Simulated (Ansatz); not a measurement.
**Effect of biaxial strain +2.05 %, plane normal [001], relaxed out of plane on MoP**

Base system: MoP (space group P-6m2, No. 187; a = 3.2076 Å, c = 3.1727 Å; relaxed with 0.1 eV smearing). Axes: x lies along a and z along c of the hexagonal cell.

One thing is altered: biaxial strain +2.05 %, plane normal [001], relaxed out of plane (Cartesian); in-plane vectors clamped, the third vector and the atoms free.

All numbers come from PBEsol (Ansatz, a program for electronic structure, PAW, no SOC). Γ-centred 21×21×18 mesh, Fermi–Dirac width 0.1 eV.

```csv
quantity,base,changed,shift
volume per atom,14.13 Å³,14.53 Å³,+0.40 Å³
space group,P-6m2 (No. 187),P-6m2 (No. 187),–
shortest interatomic distance,2.438 Å,2.454 Å,+0.016 Å
"pressure (mean of the normal stresses, compression positive)",0.0 GPa,-4.9 GPa,-4.9 GPa
band gap,zero,zero,–
out-of-plane strain,–,-1.29 %,–
ratio −ε⊥/ε∥,–,0.63,–
mean in-plane stress (compression positive),–,-7.3 GPa,–
```

Stability against distortions was not tested. The final runs are not spin-polarised. An odd electron count without spin: MoP.
